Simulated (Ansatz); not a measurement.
The starting structures come from a database of crystals and need not be the phases stable at ambient conditions.

 Where the default PAW files enter, the runs use the earlier of Ansatz's two default sets.

Tunnelling through a barrier is set by its complex band structure: the current falls as exp(−2κd) with the smallest κ.

Here is the system:

```xyz
20
Lattice="4.3781 0.0000 0.0000 0.0000 5.4695 0.0000 0.0000 0.0000 7.4130" Properties=species:S:1:pos:R:3 pbc="T T T"
Mg     1.0945     2.4821     4.7374
Mg     3.2836     2.9874     2.6756
Mg     3.2836     0.2527     1.0309
Mg     1.0945     5.2168     6.3820
B      1.0945     4.2573     1.1320
B      3.2836     1.2122     6.2809
B      3.2836     3.9469     4.8385
B      1.0945     1.5225     2.5745
B      1.0945     5.1791     2.6138
B      3.2836     0.2904     4.7992
B      3.2836     3.0251     6.3203
B      1.0945     2.4444     1.0927
B      0.2539     2.0068     6.9471
B      4.1242     3.4627     0.4658
B      4.1242     0.7280     3.2407
B      0.2539     4.7415     4.1723
B      1.9351     4.7415     4.1723
B      2.4430     0.7280     3.2407
B      2.4430     3.4627     0.4658
B      1.9351     2.0068     6.9471
```

Space group of this cell: Pnma. The cell is taken as given.

Transport runs along the normal of the first two printed cell vectors.

No gap correction and no spin-orbit coupling; mid-gap values are interpolated between computed energies.

Q: Predict the band gap and the smallest decay constant κ at mid-gap from Ansatz (a first-principles code) with r2SCAN.

A: Gap 0.47 eV on a 8×6×4 mesh; κ = 0.140 1/Å, at (0.000, 0.167) of the in-plane reciprocal vectors. At the zone centre, at the nearest computed energy, the slowest state has κ = 0.17 1/Å.
